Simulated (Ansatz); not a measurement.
## HfS2, response to strain

Take HfS$_{2}$ in the CdI2 type structure (space group P-3m1, No. 164; a = 3.606 Å, c = 5.768 Å; layered, stacked along the Cartesian z axis) as the base. Axes: x lies along a and z along c of the hexagonal cell.

Strains are applied to the cell and any free atomic positions relax.

Computed with Ansatz (an electronic-structure program), PBE-D3(BJ), PAW, cutoff 420 eV, spin-orbit coupling left out.

Candidates:
(a) uniaxial strain ε_zz = −1.00 %
(b) uniaxial strain ε_zz = −3.00 %
(c) uniaxial strain ε_zz = −2.50 %
(d) uniaxial strain ε_zz = +2.00 %

Before the change:

```
Property   Result
--------  -------
Band gap  0.85 eV
```

Problem. Order them by band gap, highest first.

Solution. (d) uniaxial strain ε_zz = +2.00 % (0.95 eV), (a) uniaxial strain ε_zz = −1.00 % (0.79 eV), (c) uniaxial strain ε_zz = −2.50 % (0.70 eV), (b) uniaxial strain ε_zz = −3.00 % (0.67 eV)

With Hf present, leaving out spin-orbit coupling can change the band edges. Stability against distortions was not tested.
